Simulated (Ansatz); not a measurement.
Consider SnS in the GeS type structure (space group Pnma, No. 62; a = 11.1555 Å, b = 3.9999 Å, c = 4.2608 Å). Axes: x, y, z lie along a, b, c of the conventional cell.

Structures relaxed with Ansatz (a first-principles code) PBE-D3(BJ), no SOC, earlier PAW set.

Base:

Simulated powder pattern, Co Kα, λ = 1.79026 Å (kinematic, ideal powder, no thermal factors, no anomalous dispersion; the 10 strongest lines at most, above 2 %, up to 2θ = 90°):

```json
[
 {"2θ (°)": "25.99", "I/Imax (%)": "33", "hkl": "(101)"},
 {"2θ (°)": "30.66", "I/Imax (%)": "54", "hkl": "(201)"},
 {"2θ (°)": "31.97", "I/Imax (%)": "69", "hkl": "(210)"},
 {"2θ (°)": "35.75", "I/Imax (%)": "48", "hkl": "(011)"},
 {"2θ (°)": "36.99", "I/Imax (%)": "100", "hkl": "(111)"},
 {"2θ (°)": "37.44", "I/Imax (%)": "66", "hkl": "(400)"},
 {"2θ (°)": "45.92", "I/Imax (%)": "49", "hkl": "(311)"},
 {"2θ (°)": "52.73", "I/Imax (%)": "30", "hkl": "(411)"},
 {"2θ (°)": "53.18", "I/Imax (%)": "26", "hkl": "(020)"},
 {"2θ (°)": "66.84", "I/Imax (%)": "24", "hkl": "(420)"}
]
```

After one change:

Simulated powder pattern, Co Kα, λ = 1.79026 Å (kinematic, ideal powder, no thermal factors, no anomalous dispersion; the 10 strongest lines at most, above 2 %, up to 2θ = 90°):

```
2θ (°)  I/Imax (%)
------  ----------
26.29           20
30.82           27
31.60           41
35.78           24
37.00          100
45.74           29
52.42           15
52.53           15
60.23           13
65.99           14
```

Question: What was done to the base?
(A) uniaxial strain ε_yy = −1.38 %
(B) uniaxial strain ε_zz = +2.81 %
(C) uniaxial stress, 1 GPa compression along z
(D) biaxial strain +1.14 %, plane normal [001], relaxed out of plane

Answer: D, biaxial strain +1.14 %, plane normal [001], relaxed out of plane. Its volume per atom is 23.97 Å³ against 23.77 Å³, and its space group is Pnma (No. 62).

Stability under load was not tested beyond the relaxation.
